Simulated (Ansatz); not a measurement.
# Cs2AgBiBr6: response to strain

The reference is Cs2AgBiBr6 (space group Fm-3m, No. 225; a = 11.344 Å). Axes: x, y, z lie along the cube axes.

Strains are applied to the cell and any free atomic positions relax; under biaxial strain the out-of-plane vector relaxes too.

Computed with Ansatz (a quantum-chemistry and plane-wave program) r2SCAN, no spin-orbit coupling, earlier PAW set.

Candidates:
(a) strain tensor (xx, yy, zz, yz, xz, xy) = (+1.71, +0.72, −1.30, −0.90, −0.90, +0.93) %
(b) biaxial strain −0.96 %, plane normal [110], relaxed out of plane
(c) isotropic strain −3.34 %
(d) uniaxial strain ε_zz = −3.52 %

Notes on the quantities. energy relative to the base: free energy F.

Task: Order them by energy relative to the base, highest first.

Result: (c) isotropic strain −3.34 % (+33 meV/atom), (d) uniaxial strain ε_zz = −3.52 % (+7.1 meV/atom), (a) strain tensor (xx, yy, zz, yz, xz, xy) = (+1.71, +0.72, −1.30, −0.90, −0.90, +0.93) % (+2.4 meV/atom), (b) biaxial strain −0.96 %, plane normal [110], relaxed out of plane (+0.8 meV/atom)

No phonon test of stability was made.
